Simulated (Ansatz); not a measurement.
Cs₂Pt (P6₃/mmc, No. 194, 6 atoms in the cell; start mp-13548) was calculated with r²SCAN+SOC (plane waves, PAW; Ansatz, a first-principles code).

Run with plane-wave cutoff 560 eV, 6×6×6 k mesh, Fermi–Dirac smearing 0.01 eV, PAW data made under PBE.

Cell (relaxed with PBEsol):

Space group P6₃/mmc (No. 194); a = b = 5.6324 Å, c = 7.6744 Å, α = β = 90.00°, γ = 120.00°

```json
[
 {"atom": "Cs", "site": "2d", "symmetry": "-6m2", "x": "0.6667", "y": "0.3333", "z": "0.2500"},
 {"atom": "Cs", "site": "2a", "symmetry": "-3m.", "x": "0.0000", "y": "0.0000", "z": "0.0000"},
 {"atom": "Pt", "site": "2c", "symmetry": "-6m2", "x": "0.3333", "y": "0.6667", "z": "0.2500"}
]
```

Question: What does this level give for the band gap?

Answer: 
- band gap = 1.60 eV (direct)

Note: cell and atoms aren't relaxed at this level (pressure 1.7 GPa).

A start named mp-… is a Materials Project structure, which need not be a measured phase.
